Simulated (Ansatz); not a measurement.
System: rock-salt NaH. Method: rVV10 (PAW; Ansatz, a first-principles code).

Settings: plane-wave cutoff 520 eV, 12×12×12 k mesh, Fermi–Dirac smearing 0.01 eV, scalar-relativistic PAW data made under PBE.

Energies at three volumes about the minimum:

| V (Å³/atom) | E − E_lowest (meV/atom) |
|---|---|
| 13.405 | 0.43 |
| 13.679 | 0.00 |
| 13.952 | 0.43 |

Question: Fit a parabola by hand: where is the minimum, what lattice constant follows, and what is the bulk modulus?

Answer: Slopes: (0.00 − 0.43)/(13.679 − 13.405) = -1.569 and (0.43 − 0.00)/(13.952 − 13.679) = 1.575 meV/Å³. Curvature E″ = 2 × (1.575 − (-1.569))/(13.952 − 13.405) = 11.495 meV/Å⁶. From the middle of the first interval, the slope vanishes at V0 = 13.5420 − (-1.569)/11.495 = 13.678 Å³/atom. B = V0 E″ = 13.678 × 11.495 meV/Å³ × 0.1602 GPa per meV/Å³ = 25.2 GPa. With 8 atoms in the cube, a = (8 × 13.678)^(1/3) = 4.783 Å. The full Birch–Murnaghan fit to all volumes gives V0 = 13.674 Å³/atom and B0 = 25.0 GPa.

Measured, for comparison: bulk modulus 19.4 ± 2 GPa (room temperature, not corrected to a static lattice; as tabulated in High-pressure studies of NaH to 54 GPa); lattice constant a 4.872 Å (room temperature, not corrected to a static lattice, our sources range from 4.872 to 4.880; as tabulated in Thermodynamic Modeling of Hydrogen Storage Capacity in Mg-Na Alloys). Computed (rounded) less measured: bulk modulus +29 % (against room or unstated temperature, where such soft solids are markedly softer).
